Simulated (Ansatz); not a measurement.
The starting structures come from a database of crystals and need not be the phases stable at ambient conditions.

Evanescent states of Ca₄As₂O (I4/mmm, not sure to be the ambient phase, 7 atoms a cell, 22.7 Å³ an atom) along the normal of (100)

Method: r2SCAN (plane waves, PAW; Ansatz, a first-principles code).

The gap is the functional's own, uncorrected, and κ follows it; spin-orbit coupling is left out. Mid-gap values are interpolated between the computed energies.

Energies count from the valence-band top; κ is the least over a 8×2 mesh across the current.

| E (eV) | κ (1/Å) | where |
|---|---|---|
| 0.04 | 0.055 | Γ |
| 0.14 | 0.079 | Γ |
| 0.23 | 0.095 | Γ |
| 0.32 | 0.108 | Γ |
| 0.41 | ___ | Γ |
| 0.49 | ___ | Γ |
| 0.58 | ___ | Γ |
| 0.68 | ___ | Γ |
| 0.77 | ___ | Γ |
| 0.85 | ___ | Γ |
| 0.94 | ___ | Γ |
| 1.03 | ___ | Γ |
| 1.12 | ___ | Γ |
| 1.22 | ___ | Γ |
| 1.30 | 0.107 | Γ |
| 1.40 | 0.092 | Γ |
| 1.49 | 0.071 | Γ |
| 1.57 | 0.024 | Γ |

Task: Fill in the missing entries.

Result: 
- 0.41, κ (1/Å): 0.118
- 0.49, κ (1/Å): 0.126
- 0.58, κ (1/Å): 0.133
- 0.68, κ (1/Å): 0.136
- 0.77, κ (1/Å): 0.136
- 0.85, κ (1/Å): 0.135
- 0.94, κ (1/Å): 0.133
- 1.03, κ (1/Å): 0.129
- 1.12, κ (1/Å): 0.124
- 1.22, κ (1/Å): 0.117
